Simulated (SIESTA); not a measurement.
Band structure of LaC2 (I4/mmm, 3 atoms in the cell).

```yaml
crystal:
  lattice:
    - [-1.97717, 1.97717, 3.28824]
    - [1.97717, -1.97717, 3.28824]
    - [1.97717, 1.97717, -3.28824]
  atoms:
    - { symbol: La, position: [0.00000, 0.00000, 0.00000] }
    - { symbol: C, position: [0.40186, 0.40186, 0.00000] }
    - { symbol: C, position: [0.59814, 0.59814, 0.00000] }
```

Method: GGA PBEsol, numerical atomic orbitals DZP, PseudoDojo PBEsol standard norm-conserving potentials (rewritten from UPF to PSML) in SIESTA.

Settings: XC.functional = GGA; XC.authors = PBEsol; potentials = PseudoDojo PBEsol standard; PAO.BasisSize = DZP; PAO.EnergyShift = 0.01 Ry; MeshCutoff = 350 Ry; kgrid.MonkhorstPack = 14 14 14; OccupationFunction = FD; ElectronicTemperature = 100 meV; MaxSCFIterations = 150; SCF.Mixer.Method = Pulay; SCF.Mixer.Weight = 0.25; SCF.Mixer.History = 8; SCF.DM.Tolerance = 1.0E-05.

The starting cell comes from a database of computed structures (which also holds hypothetical and non-ambient phases and stackings), without a prior relaxation at this level. Its lattice was rescaled by a random factor within 2.5 % of one. Values carry the incompleteness of an atom-centred basis.

Levels in eV from the Fermi level, bands 7 to 12:
| point | 7 | 8 | 9 | 10 | 11 | 12 |
|---|---|---|---|---|---|---|
| Γ | -4.79 | -3.16 | -3.16 | -0.34 | -0.34 | 0.19 |
| X | -3.79 | -3.63 | -3.19 | -2.46 | 2.63 | 3.80 |
| Y | -4.44 | -3.85 | -3.32 | -0.64 | 2.97 | 3.01 |
| S | -4.81 | -4.35 | -3.17 | 1.34 | 2.49 | 3.17 |
| Z | -3.42 | -3.42 | -2.84 | -1.06 | 3.55 | 4.00 |
| S1 | -4.81 | -4.35 | -3.17 | 1.34 | 2.49 | 3.17 |
| N | -5.10 | -4.73 | -2.30 | 2.20 | 2.99 | 3.19 |
| P | -3.75 | -3.75 | -2.24 | -0.21 | -0.21 | 4.35 |
| Y1 | -4.44 | -3.85 | -3.32 | -0.64 | 2.97 | 3.01 |

Bands cross the Fermi level along this path, so the cell is metallic at this level.

Higher empty bands are left out: an atom-centred basis made for the valence describes them poorly.
